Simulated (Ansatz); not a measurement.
Consider Nb in the bcc (W type) structure (space group Im-3m, No. 229).

```xyz
1
Lattice="-1.6513 1.6513 1.6513 1.6513 -1.6513 1.6513 1.6513 1.6513 -1.6513" Properties=species:S:1:pos:R:3 pbc="T T T"
Nb     0.0000     0.0000     0.0000
```

Cartesian axes are those of the cell as printed.

Computed with r2SCAN in Ansatz (plane waves to 500 eV, PAW, without spin-orbit coupling).

Free-standing slabs (1 atom(s) a layer) normal to [110] with 15 Å of vacuum; in-plane cell held at bulk.

One change was made to it. Results:

```csv
quantity,base,after
shortest interatomic distance,2.860 Å,2.685 Å
band gap,zero,zero
```

Task: What was done to the base?
A. 5 layers
B. 2 layers
C. 1 layer

Result: B, 2 layers. For comparison, the shortest interatomic distance in the other runs: 1 layer gives 2.860 Å; 5 layers gives 2.776 Å.

No phonon test of stability was made. The final runs are not spin-polarised.

Ansatz is a first-principles code.
